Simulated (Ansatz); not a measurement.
The reference is BaTiO$_{3}$ (space group P4mm, No. 99; a = 3.955 Å, c = 4.046 Å).

Calculations: DFT with PBEsol, PAW potentials and a 420 eV plane-wave cutoff in Ansatz (a program for electronic structure), no spin-orbit coupling, earlier PAW set.

For the base:

| Item | Result |
|---|---|
| Gap character | indirect, A → Γ |
| Pressure | 0.00 GPa |
| Band gap | 1.85 eV |

The change: every lattice vector is shortened by 3.56 %; the atoms relax in the strained cell.

What does the calculation give for the gap character, pressure, band gap, valence-band top at Γ and energy relative to the base after the change?

The gap character goes from indirect, A → Γ to direct at Γ; the pressure (mean of the normal stresses, compression positive) goes from zero to 21.96 GPa; the band gap rises by 0.07 eV, from 1.85 eV to 1.92 eV; the valence-band top at Γ (three highest levels, from the VBM) comes out as 0.00, 0.00, -0.05 eV; the energy increases by 79 meV/atom.

No phonon test of stability was made. All final runs are without spin polarisation.
